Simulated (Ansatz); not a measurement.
**TiAl, response to strain**

Start from TiAl (space group P4/mmm, No. 123; a = 2.7963 Å, c = 4.0381 Å; relaxed with 0.1 eV smearing).

Strains are applied to the cell and any free atomic positions relax.

Level of theory: DFT with PBEsol, PAW potentials and a 420 eV plane-wave cutoff in Ansatz (a program for electronic structure), without spin-orbit coupling.

Candidates:
(a) isotropic strain +1.50 %
(b) isotropic strain +2.00 %
(c) isotropic strain −2.50 %

Notes on the quantities. energy relative to the base: free energy F.

Task: Order them by energy relative to the base, lowest first.

Result: (a) isotropic strain +1.50 % (+11 meV/atom), (b) isotropic strain +2.00 % (+20 meV/atom), (c) isotropic strain −2.50 % (+36 meV/atom)

Stability against distortions was not tested. The final runs are not spin-polarised.
